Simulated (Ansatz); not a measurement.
System: fluorite PbF₂ (high-temperature phase). Method: PBEsol (PAW; Ansatz, an electronic-structure program).

Run with plane-wave cutoff 520 eV, 8×8×8 k mesh, scalar-relativistic PAW data made under PBE.

Cell (relaxed at this level):

Space group Fm-3m (No. 225); a = b = c = 5.899 Å, α = β = γ = 90.00°

```tsv
atom	site	symmetry	x	y	z
Pb	4a	m-3m	0.0000	0.0000	0.0000
F	8c	-43m	0.2500	0.2500	0.2500
```
(The calculation used a cell of 3 atoms; values per cell refer to that cell.)

Predict the elastic constant C11, Voigt–Reuss–Hill bulk modulus, Poisson ratio, elastic constant C12 and elastic constant C44.


elastic constant C11: 112 GPa
Voigt–Reuss–Hill bulk modulus: 76.4 GPa
Poisson ratio: 0.357
elastic constant C12: 58.4 GPa
elastic constant C44: 22.3 GPa

Measured, for comparison: elastic constant C11 96.1 ± 0.09 GPa, elastic constant C44 20.8 ± 0.01 GPa (room temperature, no zero-point or thermal correction; as tabulated in Jamieson, Manghnani, Matsui, Ming, J. Geophys. Res. 91, 4643 (1986)). Computed (rounded) less measured: elastic constant C11 +17 %, elastic constant C44 +7 %. A static lattice is as a rule a little smaller and stiffer than an uncorrected measurement, which narrows the difference in the elastic constant C44 and would widen misses of the other sign.

Elastic constants are with the ions relaxed.

Spin–orbit coupling is not included; it can shift volumes and moduli of such heavy elements.

The computed numbers hold no vibrational or temperature effects.
